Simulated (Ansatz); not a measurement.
Worked example: self-consistent single point of ScV₂Ga₄ (I4mm, 7 atoms in the cell) in Ansatz (an electronic-structure program).

Level of theory: PBEsol, harder PAW files (source: ansatz) made with PBE (plane waves; Ansatz).

```
Sc(VGa2)2
1.0
   -3.23685     3.23685     2.58214
    3.23685    -3.23685     2.58214
    3.23685     3.23685    -2.58214
Sc V Ga
1 2 4
Direct
  0.00968   0.00968   0.00000
  0.75000   0.25000   0.50000
  0.25000   0.75000   0.50000
  0.30087   0.30087   0.60174
  0.69913   0.69913   0.39826
  0.30087   0.69913   0.00000
  0.69913   0.30087   0.00000
```

Reference input (self-consistent single point, DFT, PBEsol, plane waves, default PAW files made with PBE): basis.ecutwfc = 420 eV; kpoints.mp_grid.grid = 4 4 4; hamiltonian.xc = pbesol; hamiltonian.pseudopotentials = {kind: paw} (the program's default PAW files); scf.occupations.method = gaussian; scf.occupations.width = 0.1 eV. This run's input differs from it in these lines:

Ansatz 0.2 input:
```diff
@@ -14,3 +14,3 @@
 basis:
-  ecutwfc: 420.0
+  ecutwfc: 1020.0
 kpoints:
@@ -22,2 +22,3 @@
     kind: paw
+    source: ansatz
 scf:
```

Output, abridged:

```
SCF iter   1: F=—  HF=-41385.002886 eV  |F-HF|=—  |Δ(HF+E_count)|=         —  Δρ=9.74e-2  dr2=1.59e1  ethr=3.10e-3  ⟨swp⟩=5.7  Hψ=3128  notcnv=0
all-band conjugate gradients solve this SCF's bands
preconditioner: auto → Kerker (q_TF=auto, 2.780 Å⁻¹)
SCF iter   2: F=—  HF=-41382.721118 eV  |F-HF|=—  |Δ(HF+E_count)|=    2.28e0  Δρ=3.84e-2  dr2=2.95e0  ethr=3.10e-3  ⟨swp⟩=3.0  Hψ=1695  notcnv=0  defer=64
   [... lines left out ...]
SCF iter   6: F=—  HF=-41381.921330 eV  |F-HF|=—  |Δ(HF+E_count)|=   6.06e-4  Δρ=4.37e-4  dr2=2.73e-4  ethr=1.71e-6  ⟨swp⟩=2.0  Hψ=1444  notcnv=0  defer=59
SCF iter   7: F=—  HF=-41381.921267 eV  |F-HF|=—  |Δ(HF+E_count)|=   6.28e-5  Δρ=1.64e-4  dr2=1.51e-5  ethr=2.25e-7  ⟨swp⟩=2.0  Hψ=1365  notcnv=0  defer=59
SCF iter   8: F=—  HF=-41381.921527 eV  |F-HF|=—  |Δ(HF+E_count)|=   2.59e-4  Δρ=3.87e-5  dr2=9.23e-7  ethr=1.25e-8  ⟨swp⟩=2.0  Hψ=1709  notcnv=0  defer=59
SCF iter   9: F=-41381.921526 eV  HF=-41381.921526 eV  |F-HF|=6.37e-8  |Δ(HF+E_count)|=   1.56e-7  Δρ=1.26e-5  dr2=9.55e-8  ethr=8.26e-11  ⟨swp⟩=12.5  Hψ=5050  notcnv=0
SCF 1 converged in 9 iterations: F = -41381.921526 eV  dr2 = 9.55e-8
Free energy (F): -41381.921526 eV
Internal energy: -41381.899674 eV  (E = F + TS)
E sigma→0 (E₀):  -41381.910600 eV
Entropy (-TS):   -0.021853 eV (-3.122 meV/atom)
Fermi energy:    14.398552 eV
--- Forces (eV/Å), atoms counted from 1 ---
  atom   1  Sc     0.00000000    -0.00000000    -0.16412638
  atom   2  V     -0.00000000     0.00000000     0.04136900
  atom   3  V      0.00000000     0.00000000     0.04136900
  atom   4  Ga     0.00787224     0.00787224     0.02036795
  atom   5  Ga    -0.00787224    -0.00787224     0.02036795
  atom   6  Ga    -0.00787224     0.00787224     0.02036795
  atom   7  Ga     0.00787224    -0.00787224     0.02036795
--- Stress (GPa, compression-positive) ---
       -3.231039       0.000000      -0.000000
        0.000000      -3.231039      -0.000000
       -0.000000      -0.000000      -3.717211
  P = ⅓ Tr σ = -3.3931 GPa (-33.931 kbar)
  The stress holds the Pulay correction. Without it, at fixed plane waves, as pw.x and ABINIT print it: P = -3.3995 GPa
```

The run converged in 9 iterations. Against the reference run the pressure moves little (-3.44 to -3.39 GPa) and the largest force stays at 0.164 eV/Å.

The starting cell comes from a database of computed structures (which also holds hypothetical and non-ambient phases and stackings), without a prior relaxation at this level. Its lattice was rescaled by up to half a per cent. One atom was moved a little off its site on purpose. Spin polarisation is off. Ansatz's pressure includes its estimate of the finite-basis (Pulay) stress.
